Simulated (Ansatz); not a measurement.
MgCdTe2 (R3m, No. 160, 4 atoms in the cell; start mp-1222019), treated with HSE06 in Ansatz (PAW).

Numerical settings: plane-wave cutoff 460 eV, 6×6×6 k mesh, Fermi–Dirac smearing 0.01 eV, scalar-relativistic PAW data made under PBE.

Cell (relaxed with PBEsol):

Space group R3m, hexagonal axes (No. 160); a = b = 4.5757 Å, c = 22.3407 Å, α = β = 90.00°, γ = 120.00°

```
atom  site  symmetry       x       y       z
----  ----  --------  ------  ------  ------
Mg      3a        3m  0.0000  0.0000  0.4992
Cd      3a        3m  0.0000  0.0000  0.0004
Te      3a        3m  0.0000  0.0000  0.1262
Te      3a        3m  0.0000  0.0000  0.6242
```
(The calculation used a cell of 4 atoms; values per cell refer to that cell.)

### Question
Give the computed band gap.

### Answer

* **band gap**: 2.24 eV (on the SCF k mesh)

Note: cell and atoms aren't relaxed at this level (pressure 1.0 GPa).

Spin–orbit coupling is not included; with these elements it can move the gap by several tenths of an eV or more.

The computed numbers hold no vibrational or temperature effects.

It cost roughly 5 core-minutes of CPU time.

A start named mp-… is a Materials Project structure, which need not be a measured phase.

Ansatz is an electronic-structure program.
